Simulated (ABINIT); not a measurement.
## How a calculation on Cu (Fm-3m, 1 atom in the cell) responds to its settings

```yaml
crystal:
  lattice:
    - [0.00000, 1.82789, 1.82789]
    - [1.82789, 0.00000, 1.82789]
    - [1.82789, 1.82789, 0.00000]
  atoms:
    - { symbol: Cu, position: [0.00000, 0.00000, 0.00000] }
```

Base run A: PBEsol, PAW (JTH v2.0 PBE PAW, files made for PBE) (ABINIT), self-consistent single point.

Its settings: pseudos = [Cu.GGA_PBE-JTH.xml]; ecut = 30 Ha; pawecutdg = 60 Ha; pawxcdev = 0; ixc = -116133; occopt = 7; tsmear = 0.00183747 Ha; ngkpt = 10 10 10; nshiftk = 1; shiftk = 0.5 0.5 0.5; potentials = JTH v2.0 PBE PAW; nband = 15; kptopt = 1; nstep = 100; tolvrs = 1e-11.

The starting cell comes from a database of computed structures (which also holds hypothetical and non-ambient phases and stackings), without a prior relaxation at this level. Its lattice was rescaled by a random factor within 2.5 % of one. Spin polarisation is off. The potentials were made for another functional than the one used. In the base run, with a pressure of about -11 GPa the cell is away from its equilibrium volume at this level.

ΔF is the free energy per atom less that of run A. 

```json
[
 {"run": "A", "ecutsm": "default", "ΔF (meV/atom)": "0.00", "pressure (GPa)": "-10.73"},
 {"run": "B", "ecutsm": "0.1 Ha", "ΔF (meV/atom)": "0.09", "pressure (GPa)": "-10.16"},
 {"run": "C", "ecutsm": "0.25 Ha", "ΔF (meV/atom)": "0.23", "pressure (GPa)": "-10.17"},
 {"run": "D", "ecutsm": "0.5 Ha", "ΔF (meV/atom)": "0.46", "pressure (GPa)": "-10.18"},
 {"run": "E", "ecutsm": "1 Ha", "ΔF (meV/atom)": "0.92", "pressure (GPa)": "-10.18"}
]
```

Run C against A: The free energy is nearly the same (within 1 meV/atom) and the pressure goes from -10.73 to -10.17 GPa.

Run B against A: The free energy hardly moves (within 1 meV/atom) and the pressure goes from -10.73 to -10.16 GPa.

Run E against A: The free energy stays essentially unchanged (within 1 meV/atom) and the pressure goes from -10.73 to -10.18 GPa.
